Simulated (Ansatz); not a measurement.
Levels about the gap of amorphous germanium selenide (Ge24Se36) (60 atoms in a cell of 1794 Å³, 4.24 g/cm³; zone centre alone, so wide bands show as single levels with stretches between that a denser mesh fills), at the geometry that PBE relaxed, where it gives 0.2 GPa on a denser mesh. The participation number counts the atoms over which a state spreads; weights are charges in smoothed Voronoi cells. The levels come from a single point, so bond lengths are those of that geometry. Method of the levels: PBE, scalar-relativistic without spin-orbit coupling, PAW (Ansatz default set, large-core Se) (Ansatz, a program for electronic structure). Sampling: the zone centre alone; Fermi-Dirac width 0.05 eV; no spin polarisation.

A CHGNet melt-quench gave the starting glass, which DFT then relaxed. The hot cell started wider than the set density and was brought back towards it in steps. It is the lowest in DFT energy of 4 quenches. It is a model cell: composition and starting density were chosen by hand, and all elements were melted together. No dispersion term was used. Its density started from a set value of 4.24 and ended at 4.24 g/cm³. The simulated quench (nominally 60 K/ps over its main leg) is rapid and tends to freeze in more defects than a deposited or slowly cooled glass has. Values belong to this one cell and scatter from quench to quench. The volume was held where the preparation left it and the shape relaxed, at a PBE pressure of 0.2 GPa.

```csv
"E - E(highest filled), eV",filling,participation number,largest on,weight Se,weight Ge
-0.64,filled,26.9,"Se, 2 neighbours",0.79,0.21
-0.63,filled,20.3,"Se, 2 neighbours",0.85,0.15
-0.52,filled,33.5,"Se, 2 neighbours",0.76,0.24
-0.39,filled,15.6,"Se, 2 neighbours",0.82,0.18
-0.25,filled,17.9,"Se, 2 neighbours",0.75,0.25
-0.17,filled,12.9,"Ge, 3 neighbours",0.71,0.29
0.00,filled,15.3,"Se, 2 neighbours",0.73,0.27
0.60,empty,21.8,"Se, 2 neighbours",0.66,0.34
0.73,empty,29.2,"Se, 2 neighbours",0.63,0.37
0.88,empty,30.8,"Se, 2 neighbours",0.65,0.35
0.96,empty,31.4,"Se, 2 neighbours",0.61,0.39
1.03,empty,31.9,"Se, 2 neighbours",0.68,0.32
1.10,empty,31.9,"Ge, 3 neighbours",0.59,0.41
1.23,empty,33.1,"Se, 2 neighbours",0.59,0.41
```

Most localised among these is the filled level at -0.17 eV, on a Ge atom, which has 3 neighbours (Se 2.54 Å, Se 2.61 Å, Se 2.84 Å).
